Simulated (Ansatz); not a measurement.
## A self-consistent single point of PbO (P4/nmm, 4 atoms in the cell) with Ansatz

Method of the run: PBE (plane waves, PAW; Ansatz, an electronic-structure program).

Input as run:

Ansatz 0.2 input:
```yaml
# PbO
crystal:
  lattice:
    - [3.980000, 0.000000, 0.000000]
    - [0.000000, 3.980000, 0.000000]
    - [0.000000, 0.000000, 5.020000]
  atoms:
    - { symbol: Pb, position: [0.500000, 0.000000, 0.765000] }
    - { symbol: Pb, position: [0.000000, 0.500000, 0.235000] }
    - { symbol: O, position: [0.500000, 0.500000, 0.000000] }
    - { symbol: O, position: [0.000000, 0.000000, 0.000000] }
kpoints:
  mp_grid: { grid: [6, 6, 5] }
hamiltonian:
  xc: pbe
  pseudopotentials: { kind: paw }
scf:
  occupations: { method: fermi_dirac, width: 0.05 }
output:
  forces: true
  eigenvalues: true
  stress: true
```

Output (repeated stretches shortened):

```
WARN basis.ecutwfc = 420 eV, the default
WARN ansatz: RAYON_NUM_THREADS=1 ignored (pool sized by the plan → 1); use --threads N
Pseudopotentials: kind: paw
Pseudopotential: Pb, paw, valence charge 14
Pseudopotential: O, paw, valence charge 6
Crystal: 4 atoms, lattice volume = 79.519 Å³
Basis set: ecut = 420 eV, 1577 PW (Γ), exchange–correlation on 54×54×72 points (8 copies of the dense FFT grid, shifted against one another)
Bands: 24, of which v1, the nominal top of the filled ones, is band 20 counted from 1 (19 counted from 0)
Symmetry: 16 space group operations
Space group: P4/nmm (ITA 129), of the structure as read, at distance tolerance 4.3e-5 Å
k-points: 30 of 180
Initial density: superposition of atomic densities (neutral atoms: chi_scale 0, normalization atom), corrected by the library's trained network
Initial wavefunctions: pseudopotential atomic-orbital guess
Eigensolver: davidson
Functional: x = pbe(κ = 0.804, μ = 0.2195149727645171), c = pbe(β = 0.06672455060314922)
SCF iter   1: F=—  HF=-24947.051213 eV  |F-HF|=—  |Δ(HF+E_count)|=         —  Δρ=1.62e-3  dr2=1.67e-3  ethr=1.77e-3  ⟨swp⟩=6.1  Hψ=3253  notcnv=0
all-band conjugate gradients solve this SCF's bands
preconditioner: auto → Resta (q_TF=auto, 2.433 Å⁻¹)
SCF iter   2: F=—  HF=-24947.052549 eV  |F-HF|=—  |Δ(HF+E_count)|=   1.34e-3  Δρ=7.76e-4  dr2=2.56e-4  ethr=4.16e-6  ⟨swp⟩=2.5  Hψ=1606  notcnv=0
SCF iter   3: F=—  HF=-24947.052715 eV  |F-HF|=—  |Δ(HF+E_count)|=   1.66e-4  Δρ=2.68e-4  dr2=3.91e-5  ethr=6.41e-7  ⟨swp⟩=2.1  Hψ=1207  notcnv=0
SCF iter   4: F=—  HF=-24947.052700 eV  |F-HF|=—  |Δ(HF+E_count)|=   1.48e-5  Δρ=1.14e-4  dr2=7.60e-6  ethr=9.77e-8  ⟨swp⟩=2.0  Hψ=983  notcnv=0
SCF iter   5: F=—  HF=-24947.052702 eV  |F-HF|=—  |Δ(HF+E_count)|=   2.05e-6  Δρ=2.32e-5  dr2=4.88e-7  ethr=1.90e-8  ⟨swp⟩=2.0  Hψ=936  notcnv=0
SCF iter   6: F=-24947.052703 eV  HF=-24947.052703 eV  |F-HF|=5.34e-8  |Δ(HF+E_count)|=   5.06e-7  Δρ=6.10e-6  dr2=4.38e-8  ethr=2.50e-10  ⟨swp⟩=7.0  Hψ=3459  notcnv=0
SCF 1 converged in 6 iterations: F = -24947.052703 eV  dr2 = 4.38e-8
SCF converged after 6 iterations
Free energy (F): -24947.052703 eV
Harris-Foulkes:  -24947.052703 eV  (|F-HF|=5.34e-8)
Internal energy: -24947.052703 eV  (E = F + TS)
E sigma→0 (E₀):  -24947.052703 eV
Entropy (-TS):   -0.000000 eV (-0.000 meV/atom)
Fermi energy:    9.192855 eV
--- Per-component energies (eV) ---
  E_band       = -103.630324
  E_kinetic    = 929.082728
  E_local      = -3130.737480  (includes V_loc(G=0)·N_el)
  E_nonlocal   = 798.479015
  E_hartree    = 1248.141361
  E_xc         = -588.890715
  E_vxc        = -453.012961  (∫ρ·V_xc dr)
  E_paw        = -21129.341579  (= ΣΔE_a)
  E_vpaw       = -743.720784  (= ΣTr[D̂ρ^β])
  E_aug_tail   = 0.004811  (compensation charges beyond the density's cutoff)
  E_ewald      = -3073.790845
  E_smearing   = -0.000000  (= −TS)
  E_closure    = 0.000000  (closes the sum)
  Σ components = -24947.052703   (vs F -24947.052703, Δ=0.00e0)
--- Forces (eV/Å), atoms counted from 1 ---
  atom   1  Pb    -0.00000000     0.00000000    -0.43226370
  atom   2  Pb     0.00000000     0.00000000     0.43226370
  atom   3  O     -0.00000000     0.00000000     0.00000000
  atom   4  O      0.00000000     0.00000000     0.00000000
  max |Σ_I F_I| component: 1.11e-16 eV/Å
--- Stress (GPa, compression-positive) ---
        4.929216       0.000000      -0.000000
        0.000000       4.929216      -0.000000
       -0.000000      -0.000000       4.081219
  P = ⅓ Tr σ = 4.6466 GPa (46.466 kbar)
  The stress holds the Pulay correction. Without it, at fixed plane waves, as pw.x and ABINIT print it: P = 4.3364 GPa
--- Band table (eV; the first three rows and the last of 30) ---
  k-point 0: bands = ["-9.8859", "-9.3539", "-7.4819", "-7.4819", "-7.4177", "-7.4036", "-7.3234", "-7.2510", "-7.2510", "-7.2459", "-7.2220", "-5.8724", "1.3688", "1.9085", "4.2421", "4.2421", "6.8258", "6.8458", "6.8458", "8.5423", "10.9242", [...]
  k-point 1: bands = ["-9.8779", "-9.3488", "-7.4668", "-7.4668", "-7.4146", "-7.4030", "-7.3156", "-7.2691", "-7.2691", "-7.2510", "-7.2299", "-5.8676", "0.5824", "2.9375", "4.2941", "4.2941", "6.8117", "6.8377", "6.8377", "8.3249", "10.6652", [...]
  k-point 2: bands = ["-9.8648", "-9.3402", "-7.4340", "-7.4340", "-7.4324", "-7.3754", "-7.3069", "-7.3069", "-7.2983", "-7.2627", "-7.2473", "-5.8598", "0.0249", "4.0154", "4.3823", "4.3823", "6.7901", "6.8222", "6.8222", "7.7470", "10.5139", [...]
  k-point 29: bands = ["-9.5105", "-9.5105", "-7.3558", "-7.3558", "-7.3013", "-7.3013", "-7.2904", "-7.2904", "-7.2655", "-7.2655", "-6.4002", "-6.4002", "0.3629", "0.3629", "4.6950", "4.6950", "6.3792", "6.3792", "7.4744", "7.4744", "11.6033", [...]
```

The run converged in 6 iterations.

The starting cell has typed, rounded lattice constants, without a prior relaxation at this level. Spin-orbit coupling is off. With a pressure of about 5 GPa the cell is away from its equilibrium volume at this level. Ansatz's pressure includes its estimate of the finite-basis (Pulay) stress.
